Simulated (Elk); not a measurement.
Elk 10.2.4, DFT, PBE, spin-polarised, all-electron FP-LAPW, Elk's shipped species files: a generated cell (prototype structure at a guessed volume, not a measured phase) of GdAgO2 (space group R-3m), 4 atoms, spin-polarised from a ferromagnetic start. Basis and mesh were picked for this test and aren't claimed converged.

```json
{
  "cell": "6.25, 6.25, 6.25 Å; 30.4, 30.4, 30.4°",
  "task": "ground state",
  "xctype": "20",
  "spinpol": "true",
  "reducebf": "0.5",
  "swidth": "0.004 Hartree",
  "k mesh (ngridk)": "8×8×8",
  "maxscl": "100",
  "rgkmax": "7 (default)",
  "empty states an atom (nempty)": "4 (default)",
  "epspot (Hartree)": "1e-06 (default)",
  "epsengy (Hartree)": "0.0001 (default)",
  "k-points after symmetry (for each spin)": "65",
  "largest_matrix_size": "307",
  "valence_states": "82"
}
```

Settings of this run: mixtype = 0, beta0 = 0.1, tefvit = false; 4 threads, 1 BLAS thread.

```tsv
loop	total energy (Hartree)	RMS change in potential
1	-16760.1311839	-
2	-16758.2616383	1.143084921
3	-16759.9595647	1.036851380
4	-16762.5987194	0.8940574314
5	-16761.7936020	0.8905504949
6	-16760.8744146	0.7984448695
7	-16759.7770255	0.7181142547
8	-16758.6601833	0.6458613839
9	-16757.6016040	0.5806559355
10	-16756.6341655	0.5218491071
11	-16755.7649867	0.4688784415
12	-16754.9958131	0.4212144336
13	-16754.3157773	0.3783608522
14	-16753.7153166	0.3398538275
…	…	…
51	-16748.8179594	0.6616734546E-02
52	-16748.8078263	0.5952640460E-02
53	-16748.7986862	0.5355318700E-02
54	-16748.7904433	0.4818039437E-02
55	-16748.7830084	0.4334755062E-02
56	-16748.7763040	0.3900027636E-02
57	-16748.7702564	0.3508968440E-02
58	-16748.7648033	0.3157180747E-02
…	…	…
93	-16748.7159739	0.7895303867E-04
94	-16748.7158397	0.7106830645E-04
95	-16748.7157197	0.6397193004E-04
96	-16748.7156107	0.5758591026E-04
97	-16748.7155124	0.5183620493E-04
98	-16748.7154262	0.4666130749E-04
99	-16748.7153465	0.4200308014E-04
100	-16748.7152740	-
```

The run ended without self-consistency in 100 loops.

**Question.** Which change of settings makes this cycle converge?

**Answer.** This is not unique; one that fits is mixtype = 1 (25 self-consistent loops), all else kept. The other changes of this size gave: beta0 = 0.3 (42). Counts are of single runs.
